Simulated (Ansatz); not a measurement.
A computed series for hypothetical P6_3/mmc SnSe2: thickness series

The parent structure is SnSe2 in the 2H-MoS2 type structure (space group P6_3/mmc, No. 194; a = 3.770 Å, c = 11.292 Å; a hypothetical phase, not in the database extracts checked; layered, stacked along the Cartesian z axis).

Free-standing slabs (3 atom(s) a layer) normal to the stacking axis with 15 Å of vacuum; in-plane cell relaxed.

All numbers come from PBEsol-D3(BJ) (Ansatz, a quantum-chemistry and plane-wave program; PAW; 420 eV plane waves; no SOC).

Notes on the quantities. excess energy per area of both faces: slab less bulk energy over the cell's area: twice a surface energy; uncertain by up to 0.2 J/m²; layer's space group: with vacuum.

```tsv
case	excess energy per area of both faces	thickness between the outermost nuclei	shortest interatomic distance	layer's space group
base	–	–	2.779 Å	–
1 layer	(withheld)	3.42 Å	2.736 Å	P-6m2 (No. 187)
2 layers	0.9 J/m²	(withheld)	2.725 Å	P-3m1 (No. 164)
3 layers	0.9 J/m²	(withheld)	2.732 Å	P-6m2 (No. 187)
4 layers	0.9 J/m²	20.31 Å	(withheld)	P-3m1 (No. 164)
```

**Question.** Some entries are withheld; estimate them.

**Answer.** 
- 1 layer, excess energy per area of both faces: 0.98 J/m²
- 2 layers, thickness between the outermost nuclei: 9.00 Å
- 3 layers, thickness between the outermost nuclei: 14.65 Å
- 4 layers, shortest interatomic distance: 2.730 Å

Slab and bulk use different k-meshes, which limits the precision of the excess energy. No phonon test of stability was made. All final runs are without spin polarisation.
